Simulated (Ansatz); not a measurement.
Consider Zr in the hcp (Mg type) structure (space group P6_3/mmc, No. 194).

```
CELL_PARAMETERS angstrom
      3.18473     0.00000     0.00000
     -1.59237     2.75806     0.00000
      0.00000     0.00000     5.11724
ATOMIC_POSITIONS crystal
  Zr 0.33333 0.66667 0.75000
  Zr 0.66667 0.33333 0.25000
```

The values are results of PBEsol (Ansatz, a first-principles code, PAW, no spin-orbit coupling), earlier PAW set, not measurements.

One change was made to it. Results:

| quantity | base | after |
|---|---|---|
| volume per atom | 22.47 Å³ | 23.65 Å³ |
| band gap | zero | zero |

Question: Which change produced these results?
A. Zr → Zn
B. Zr → Sc
C. Zr → Ti

Answer: B, Zr → Sc. For comparison, the volume per atom in the other runs: Zr → Zn gives 14.01 Å³; Zr → Ti gives 16.72 Å³.

Whether these cells are dynamically stable was not tested. All final runs are without spin polarisation.
